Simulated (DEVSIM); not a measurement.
# Si p-i-n diode

Device: Si p-i-n diode, at 300 K.

| layer (left to right) | material | thickness (μm) | Nd (cm⁻³) | Na (cm⁻³) | τn (s) | τp (s) |
|---|---|---|---|---|---|---|
| 1 | Si | 0.570 | - | 6.9e18 | 4.9e-7 | 4.9e-7 |
| 2 | Si | 9.70 | 1.7e11 | - | 4.9e-7 | 4.9e-7 |
| 3 | Si | 0.480 | 1.3e17 | - | 4.9e-7 | 4.9e-7 |

Left contact: ohmic. Right contact: ohmic. Voltage is applied to the left contact. Recombination: SRH at mid-gap, radiative, Auger. Mobility is μmin + (μ − μmin)/(1 + (N/Nref)^α).

The device is made up for the run: typed textbook-type constants, with dimensions and the other settings drawn at random. Values at 300 K.

```csv
parameter,Si
gap (eV),1.124
affinity (eV),4.05
permittivity,11.7
Nc (cm⁻³),2.86e19
Nv (cm⁻³),3.1e19
μn (cm²/Vs),1417
μp (cm²/Vs),470
"μn,min",52
"μp,min",45
"Nref,n",9.7e16
"Nref,p",2.2e17
αn,0.68
αp,0.72
B (cm³/s),4.7e-15
Cn (cm⁶/s),2.8e-31
Cp (cm⁶/s),9.9e-32
```

Simulated with DEVSIM: 1D drift-diffusion, Boltzmann statistics, complete ionisation; no tunnelling, impact ionisation, image-force lowering or self-heating.

| Quantity | Result |
|---|---|
| Potential step across the device at zero bias | 0.946 V |
| Dark forward voltage at 1 A/cm² | 0.629 V |
| Dark forward voltage at 100 A/cm² | 0.789 V |

Dark forward current:

(V (V), J (A/cm²)): (0.05, 6.0e-7); (0.10, 2.4e-6); (0.20, 2.9e-5); (0.25, 0.00010); (0.35, 0.0011); (0.40, 0.0034); (0.45, 0.010); (0.55, 0.10); (0.60, 0.42); (0.65, 1.9); (0.75, 36); (0.80, 130); (0.90, 1300); (0.95, 3700)

Small-signal capacitance in reverse bias (quasi-static):

```csv
V (V),C (nF/cm²)
-0.1,1.28
-0.25,1.23
-0.5,1.18
-0.75,1.15
-1,1.14
-1.5,1.12
-2,1.11
-2.5,1.10
-3.25,1.09
-4,1.09
-5,1.08
```
